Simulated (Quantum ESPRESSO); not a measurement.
Troubleshooting Quantum ESPRESSO: a failed run on CdS (P6_3mc, 4 atoms in the cell). The aim is a self-consistent single point with DFT, PBE, plane waves, GBRV 1.5 ultrasoft (PBE) pseudopotentials.

Cell that was meant: a = 4.0809 Å, b = 4.0809 Å, c = 6.6366 Å, α = 90.00°, β = 90.00°, γ = 120.00°.

Part of the input:

```fortran
/
&SYSTEM
    ibrav = 0,
    nat = 5,
    ntyp = 2,
    ecutwfc = 40,
    ecutrho = 200,
    occupations = 'fixed',
    nbnd = 27,
/
&ELECTRONS
    conv_thr = 1.0d-9,
[...]
Cd   112.4140  cd_pbe_v1.uspp.F.UPF
S     32.0600  s_pbe_v1.4.uspp.F.UPF
ATOMIC_POSITIONS {crystal}
Cd    0.6666670000    0.3333330000    0.5002200000
Cd    0.3333330000    0.6666670000    0.0002200000
S     0.6666670000    0.3333330000    0.8767800000
S     0.3333330000    0.6666670000    0.3767800000
S     0.6620180000    0.3342280000    0.8699450000
K_POINTS {automatic}
6 6 4  0 0 0
CELL_PARAMETERS {angstrom}
   4.0808770000     0.0000000000     0.0000000000
  -2.0404390000     3.5341430000     0.0000000000
   0.0000000000     0.0000000000     6.6365700000
```

Log, with long lists cut:

```
     Self-consistent Calculation

     iteration #  1     ecut=    40.00 Ry     beta= 0.70

 %%%%%%%%%%%%%%%%%%%%%%%%%%%%%%%%%%%%%%%%%%%%%%%%%%%%%%%%%%%%%%%%%%%%%%%%%%%%%%
     Error in routine cdiaghg (83):
     S matrix not positive definite
 %%%%%%%%%%%%%%%%%%%%%%%%%%%%%%%%%%%%%%%%%%%%%%%%%%%%%%%%%%%%%%%%%%%%%%%%%%%%%%

     stopping ...
```

Question: From the messages shown, name the fault and mend the input.

Answer: The fault is one atom entered twice; here the program stops on it instead of giving results. To fix it, remove the duplicate atom. The program stopped with an error at about iteration 1.

The sound input it was made from differs as follows (other fixes are possible):
```diff
-    nat = 5,
+    nat = 4,
-    nbnd = 27,
+    nbnd = 24,
-Cd    0.6666670000    0.3333330000    0.5002200000
-Cd    0.3333330000    0.6666670000    0.0002200000
-S     0.6666670000    0.3333330000    0.8767800000
-S     0.3333330000    0.6666670000    0.3767800000
-S     0.6620180000    0.3342280000    0.8699450000
+Cd    0.6666666667    0.3333333333    0.5002200000
+Cd    0.3333333333    0.6666666667    0.0002200000
+S     0.6666666667    0.3333333333    0.8767800000
+S     0.3333333333    0.6666666667    0.3767800000
-   4.0808770000     0.0000000000     0.0000000000
-  -2.0404390000     3.5341430000     0.0000000000
+   4.0808769124     0.0000000000     0.0000000000
+  -2.0404384562     3.5341430759     0.0000000000
```

With that input, the run converged in 9 iterations: free energy E − TS -3779.9677 eV; top of the valence band (on the code's own zero) 6.10 eV; gap on the k-point mesh 1.27 eV; pressure 5.62 GPa (DFT, PBE, plane waves, GBRV 1.5 ultrasoft (PBE) pseudopotentials).

On the sound input: the starting cell comes from a database of computed structures (which also holds hypothetical and non-ambient phases and stackings), without a prior relaxation at this level. Its lattice was rescaled by a random factor within 2.5 % of one. With a pressure of about 6 GPa the cell is away from its equilibrium volume at this level.
